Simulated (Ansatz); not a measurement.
**BeTe under a change: biaxial strain +2.50 %, plane normal [111], relaxed out of plane**

The parent structure is BeTe in the zinc blende structure (space group F-43m, No. 216; a = 5.657 Å). Axes: x, y, z lie along the cube axes.

The change: biaxial strain +2.50 %, plane normal [111], relaxed out of plane (Cartesian); in-plane vectors clamped, the third vector and the atoms free.

Computed with r2SCAN, PAW, 500 eV (Ansatz, a program for electronic structure; no SOC). Γ-centred 10×10×10 mesh, Fermi–Dirac width 0.05 eV.

Space group: R3m (No. 160) (base F-43m (No. 216))
Shortest interatomic distance: 4.628 bohr (base 4.629 bohr)
Energy relative to the base (free energy F): +12 meV/atom
Pressure (mean of the normal stresses, compression positive): -2.15 GPa (base 0.01 GPa)
Band gap: 2.29 eV (base 2.37 eV)
Gap character: indirect, Γ → F
Smallest direct gap: 3.72 eV (base 4.04 eV)
Hole mass: 0.14 mₑ out of plane, 0.69 mₑ in plane (at Γ)
Valence-band top at Γ (three highest levels, from the VBM): 0.00, -0.22, -0.22 eV (base 0.00, 0.00, 0.00 eV)
Out-of-plane strain: -0.91 %
Ratio −ε⊥/ε∥: 0.37
Mean in-plane stress (compression positive): -3.2 GPa

Final structure (turned so that z lies along the plane normal):

```yaml
crystal:
  lattice:
    - [4.09997, 0.00000, 0.00000]
    - [2.04998, 3.55068, 0.00000]
    - [2.04998, -1.18356, 3.23615]
  atoms:
    - { symbol: Be, position: [0.00228, 0.99886, 0.99658] }
    - { symbol: Te, position: [0.49772, 0.25114, 0.75342] }
```

Cost of the whole job for the changed cell (relaxation, final SCF and bands): around 30 core-seconds (rough).

With Te present, leaving out spin-orbit coupling can change the band edges. Effective masses come from finite differences of ±0.01 Å⁻¹. Stability against distortions was not tested. Labels are those of the standard path for the cell's own space group.
